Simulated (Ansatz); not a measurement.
System: HgO (P3₁21, No. 152, 6 atoms in the cell; start mp-7826; a measured phase of this formula has another space group). Method: PBEsol (plane waves, PAW; Ansatz, an electronic-structure program).

Run with plane-wave cutoff 500 eV, 12×12×6 k mesh (along the axes of the cell as run), gaussian smearing 0.02 eV, scalar-relativistic PAW data made under PBE.

Cell (relaxed at this level):

```xyz
6
Lattice="3.6138 0.0000 0.0000 -1.8069 3.1297 0.0000 0.0000 0.0000 8.7458" Properties=species:S:1:pos:R:3 pbc="T T T"
Hg     0.4225     0.7318     4.3729
Hg     2.7688     0.0000     7.2882
Hg    -1.3844     2.3979     1.4576
O      0.9935     1.7207     0.0000
O      1.6269     0.0000     2.9153
O     -0.8135     1.4090     5.8306
```

Question: What does this level give for the band gap?

Answer: 
- band gap: 1.44 eV (on the SCF k mesh)

Note: the relaxation could not lower the start's symmetry, so the cell can be a saddle point above a distorted one.

Spin–orbit coupling is not included.

Computed values are for the static lattice.

A start named mp-… is a Materials Project structure, which need not be a measured phase.
